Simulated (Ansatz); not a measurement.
# Ru5Si3 under a change: pressure 0.3 GPa

The reference is Ru5Si3 (space group Pbam, No. 55; a = 5.205 Å, b = 9.770 Å, c = 4.012 Å; a cell from a computed database, its experimental status unchecked).

Modification: a hydrostatic pressure of 0.3 GPa.

Level of theory: PBEsol (Ansatz, an electronic-structure program, PAW, no SOC). Settings: 7×4×9 k-points, 0.05 eV Fermi–Dirac smearing.

| quantity | base | changed | shift |
|---|---|---|---|
| volume per atom | 12.75 Å³ | 12.74 Å³ | -0.01 Å³ |
| density | 9.60 g/cm³ | 9.61 g/cm³ | +0.01 g/cm³ |
| shortest interatomic distance | 2.367 Å | 2.366 Å | -0.001 Å |
| enthalpy H = E + PV relative to the base's energy | – | +0.02 eV/atom | – |
| band gap | zero | zero | – |

Final structure:

```yaml
crystal:
  lattice:
    - [5.20285, 0.00000, 0.00000]
    - [0.00000, 9.76656, 0.00000]
    - [0.00000, 0.00000, 4.01113]
  atoms:
    - { symbol: Si, position: [0.00000, 0.00000, 0.00000] }
    - { symbol: Si, position: [0.50000, 0.50000, 0.00000] }
    - { symbol: Si, position: [0.36654, 0.86393, 0.50000] }
    - { symbol: Si, position: [0.63346, 0.13607, 0.50000] }
    - { symbol: Si, position: [0.86654, 0.63607, 0.50000] }
    - { symbol: Si, position: [0.13346, 0.36393, 0.50000] }
    - { symbol: Ru, position: [0.00000, 0.50000, 0.00000] }
    - { symbol: Ru, position: [0.50000, 0.00000, 0.00000] }
    - { symbol: Ru, position: [0.15648, 0.77255, 0.00000] }
    - { symbol: Ru, position: [0.84352, 0.22745, 0.00000] }
    - { symbol: Ru, position: [0.65648, 0.72745, 0.00000] }
    - { symbol: Ru, position: [0.34352, 0.27255, 0.00000] }
    - { symbol: Ru, position: [0.33408, 0.60956, 0.50000] }
    - { symbol: Ru, position: [0.66592, 0.39044, 0.50000] }
    - { symbol: Ru, position: [0.83408, 0.89044, 0.50000] }
    - { symbol: Ru, position: [0.16592, 0.10956, 0.50000] }
```

Load acts through the strain it causes; cell and atoms are relaxed under it. Stability against distortions was not tested. The final runs are not spin-polarised.
